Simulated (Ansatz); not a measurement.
Consider the energy of the reaction as written. Reaction: 6 C (graphite) + N2 (gas) → cell A. The sign is products less reactants.

Cell A: a layer of C (graphite, P6₃/mmc), 8 atoms, hexagonal cell of 4.93 Å (21.0 Å²), symmetry P6/mmm within 0.02 Å, 0.0 Å thick under 16 Å of vacuum, in-plane vectors held at the crystal's; planes from bottom to top: C6N2, all atoms in one plane; added, foreign or displaced atoms, within the planes: two times N bound to 3 C at 1.42 Å; spin state with PBE: run without spin, k-point mesh 7×7×1.
```xyz
8
Lattice="4.9299 0.0000 0.0000 -2.4650 4.2694 0.0000 0.0000 0.0000 16.0000" Properties=species:S:1:pos:R:3 pbc="T T T"
N      0.0000     1.4231     8.0000
C      1.2337     0.7109     8.0000
C     -1.2312     3.5586     8.0000
C      0.0000     2.8477     8.0000
C      2.4650     1.4217     8.0000
C      3.6962     0.7109     8.0000
C      1.2312     3.5586     8.0000
N      2.4650     2.8463     8.0000
```

Reference: C (graphite, P6₃/mmc), 16 atoms in the cell, the relaxed perfect crystal repeated, atoms not moved again, k-point mesh 7×7×4 on the run's own vectors.

Reference: an isolated N2 molecule (singlet) in a box of 11 × 11 × 13 Å.

All numbers come from Ansatz (a quantum-chemistry and plane-wave program), plane waves with PAW, its PAW set soft_1, cutoff 420 eV, 500 eV for r2SCAN. The structures are at rest with PBE+D3(BJ), within the held lattices; other levels are single points on them. HSE06 runs on coarser k-point meshes, mended by the PBE difference between the two meshes. Neutral cells; Fermi-Dirac smearing of at most 0.05 eV in the solids, energies taken to zero width. The lattices are those relaxed with PBE+D3(BJ), so at other levels the solids can be strained, which adds to the spread. A dispersion term (D3(BJ), or D4 for r2SCAN) was computed beside these levels and is taken off wherever the name lacks it. Space groups of crystals are read within 0.01 Å. Nuclei at rest; no vibrational terms. No structure search was made; lower ones may exist. Values are for these cell sizes. Cell A has symmetry P6/mmm within 0.02 Å and got no random move, so less symmetric positions, which may lie lower, weren't tried.

Question: Estimate the value that HSE06 returns for this input.

Answer: 2.05 eV, for 6 C (graphite) + N2 (gas) → cell A.

Question: What do the other levels give, and how wide is the spread?

Answer: 
```
Level       value (eV)  less HSE06
----------  ----------  ----------
PBE               1.88       -0.17
PBE+D3(BJ)        2.17        0.12
r2SCAN            2.22        0.17
r2SCAN+D4         2.41        0.36
```

The levels shown span 0.53 eV, from PBE (1.88) to r2SCAN+D4 (2.41).
